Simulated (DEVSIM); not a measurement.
abrupt Si p-n junction

System: abrupt Si p-n junction, at 300 K.

```
layer (left to right)  material  thickness (μm)  Nd (cm⁻³)  Na (cm⁻³)  τn (s)  τp (s)
---------------------  --------  --------------  ---------  ---------  ------  ------
1                            Si            71.0          -     5.3e16  1.9e-5  1.9e-5
2                            Si           0.340     3.9e15          -  1.9e-5  1.9e-5
```

Left contact: ohmic. Right contact: ohmic. Voltage is applied to the left contact. Recombination: SRH at mid-gap. Mobility is constant in doping.

Constants are typed, rounded textbook-type inputs, not results; the design itself was drawn at random and stands for no fabricated device. Values at 300 K.

```tsv
parameter	Si
gap (eV)	1.124
affinity (eV)	4.05
permittivity	11.7
Nc (cm⁻³)	2.86e19
Nv (cm⁻³)	3.1e19
μn (cm²/Vs)	1417
μp (cm²/Vs)	470
```

DEVSIM, 1D drift-diffusion, Boltzmann statistics, complete ionisation; no tunnelling, impact ionisation, image-force lowering or self-heating.

- Potential step across the device at zero bias = 0.729 V
- Largest field in the device at zero bias = 30000 V/cm
- Dark forward voltage at 1 A/cm² = 0.498 V
- Dark forward voltage at 100 A/cm² = 0.814 V

Dark forward current:

```json
[
 {"V (V)": "0.05", "J (A/cm²)": "1.3e-7"},
 {"V (V)": "0.15", "J (A/cm²)": "5.6e-6"},
 {"V (V)": "0.30", "J (A/cm²)": "0.0011"},
 {"V (V)": "0.40", "J (A/cm²)": "0.037"},
 {"V (V)": "0.55", "J (A/cm²)": "4.7"},
 {"V (V)": "0.65", "J (A/cm²)": "30"},
 {"V (V)": "0.75", "J (A/cm²)": "71"},
 {"V (V)": "0.90", "J (A/cm²)": "140"},
 {"V (V)": "1.00", "J (A/cm²)": "200"},
 {"V (V)": "1.10", "J (A/cm²)": "250"},
 {"V (V)": "1.25", "J (A/cm²)": "330"},
 {"V (V)": "1.35", "J (A/cm²)": "390"},
 {"V (V)": "1.50", "J (A/cm²)": "480"},
 {"V (V)": "1.60", "J (A/cm²)": "550"}
]
```
